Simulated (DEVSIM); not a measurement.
Structure: abrupt GaAs p-n junction, at 250 K.

```
layer (left to right)  material  thickness (μm)  Nd (cm⁻³)  Na (cm⁻³)  τn (s)  τp (s)
---------------------  --------  --------------  ---------  ---------  ------  ------
1                          GaAs           0.170          -       2e15    4e-8    4e-8
2                          GaAs            60.0       1e16          -    4e-8    4e-8
```

Left contact: ohmic. Right contact: ohmic. Voltage is applied to the left contact. Recombination: SRH at mid-gap, radiative. Mobility is constant in doping.

This is a model device: material constants are rounded textbook-type values typed into the input, and sizes, dopings and lifetimes were drawn at random. Values at 300 K; Nc and Nv go as T^1.5, mobilities as T to minus their exponent, the gap by Varshni's rule with the affinity fixed.

| parameter | GaAs |
|---|---|
| gap (eV) | 1.424 |
| affinity (eV) | 4.07 |
| permittivity | 12.9 |
| Nc (cm⁻³) | 4.7e17 |
| Nv (cm⁻³) | 9e18 |
| μn (cm²/Vs) | 8500 |
| μp (cm²/Vs) | 400 |
| T exponent of μn | 2.1 |
| T exponent of μp | 2.2 |
| B (cm³/s) | 2e-10 |
| Varshni α (eV/K) | 0.000541 |
| Varshni β (K) | 204 |

Simulated with DEVSIM: 1D drift-diffusion, Boltzmann statistics, complete ionisation; no tunnelling, impact ionisation, image-force lowering or self-heating.

**Question.** Give the dark forward current.

**Answer.** 
```
V (V)  J (A/cm²)
-----  ---------
0.05     3.6e-14
0.15     5.1e-13
0.25     5.7e-12
0.30     1.9e-11
0.40     2.6e-10
0.50      7.0e-9
0.60      4.5e-7
0.70      3.7e-5
0.75     0.00034
0.85       0.028
0.95         2.0
1.05          60
1.10         150
1.20         400
1.30         680
1.40         980
1.50        1300
1.55        1400
1.65        1800
1.75        2100
```
